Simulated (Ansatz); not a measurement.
Start from BN in the zinc blende structure (space group F-43m, No. 216; a = 3.625 Å).

Computed with Ansatz (a program for electronic structure) PBE, without spin-orbit coupling.

For the base:

The width of the top valence band is 6.45 eV. The pressure is 0.00 GPa. The band gap is 4.46 eV.

The change: the cell is scaled by 0.9750 in all directions, atoms relaxed at fixed cell.

Problem. What does the calculation give for the width of the top valence band after the change?

Solution. The width of the top valence band increases by 0.55 eV, from 6.45 eV to 7.00 eV.

Problem. What happens to the pressure?

Solution. The pressure goes from zero to 32.43 GPa.

Problem. Estimate the effect on the band gap.

Solution. The band gap increases by 0.08 eV to 4.54 eV.

Problem. How does this affect the energy relative to the base?

Solution. The energy increases by 42 meV/atom.

The cells carry an imposed strain or load. Whether these cells are dynamically stable was not tested.
